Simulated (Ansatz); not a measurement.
Data:

```
NiSi
1.0
    3.39304     0.00000     0.00000
    0.00000     5.15458     0.00000
    0.00000     0.00000     5.44509
Ni Si
4 4
Direct
  0.25000   0.49059   0.68620
  0.25000   0.99059   0.81380
  0.75000   0.50941   0.31380
  0.75000   0.00941   0.18620
  0.25000   0.32128   0.08939
  0.25000   0.82128   0.41061
  0.75000   0.67872   0.91061
  0.75000   0.17872   0.58939
```

No spin polarisation.

All numbers come from DFT with PBEsol, PAW potentials and a 420 eV plane-wave cutoff in Ansatz (a quantum-chemistry and plane-wave program), no spin-orbit coupling. Γ-centred 14×9×9 mesh, Fermi–Dirac width 0.05 eV.

Predict the band gap, pressure and space group.


* **Band gap**: zero
* **Pressure (mean of the normal stresses, compression positive)**: -1.9 GPa
* **Space group**: Pnma (No. 62)

The cells carry an imposed strain or load. Whether these cells are dynamically stable was not tested. The final runs are not spin-polarised. The cell was made from NiSi (space group Pnma, No. 62; non-magnetic) by this change: biaxial strain +0.98 %, plane normal [001], relaxed out of plane.
